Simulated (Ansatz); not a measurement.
Results of HSE06 in Ansatz (PAW) for InSbO₄ (P2₁/c, No. 14, 24 atoms in the cell; start mp-1212067).

Numerical settings: plane-wave cutoff 460 eV, 4×4×4 k mesh, Fermi–Dirac smearing 0.01 eV, scalar-relativistic PAW data made under PBE.

Cell (relaxed with PBEsol):

```xyz
24
Lattice="7.5234 0.0000 -0.0050 0.0000 5.2535 0.0000 -1.4034 0.0000 7.3174" Properties=species:S:1:pos:R:3 pbc="T T T"
In     5.4310     3.9036     4.6968
In     0.6890     1.3499     2.6157
In    -0.0127     1.2769     6.2744
In     6.1327     3.9766     1.0381
Sb     3.8881     1.3019     5.9639
Sb     2.2319     3.9516     1.3485
Sb     1.5302     3.9286     5.0073
Sb     4.5898     1.3249     2.3052
O      4.8288     2.9146     6.5591
O      1.2912     2.3389     0.7533
O      0.5894     0.2879     4.4120
O      5.5306     4.9656     2.9004
O      5.6307     0.3564     5.9611
O      0.4893     4.8971     1.3514
O     -0.2124     2.9831     5.0101
O      6.3324     2.2704     2.3024
O      4.3037     2.0958     4.1265
O      1.8162     3.1577     3.1859
O      1.1145     4.7225     6.8446
O      5.0055     0.5310     0.4678
O      2.1178     2.2162     5.9102
O      4.0022     3.0373     1.4022
O      3.3005     4.8429     5.0609
O      2.8195     0.4106     2.2515
```

### Question
Give the computed band gap.

### Answer

- band gap = 2.83 eV (on the SCF k mesh)

Note: cell and atoms aren't relaxed at this level (largest force component 0.30 eV/Å, pressure -3.1 GPa).

Spin–orbit coupling is not included.

Computing time: around 24 core-minutes (rough).

A start named mp-… is a Materials Project structure, which need not be a measured phase.

Ansatz is a quantum-chemistry and plane-wave program.
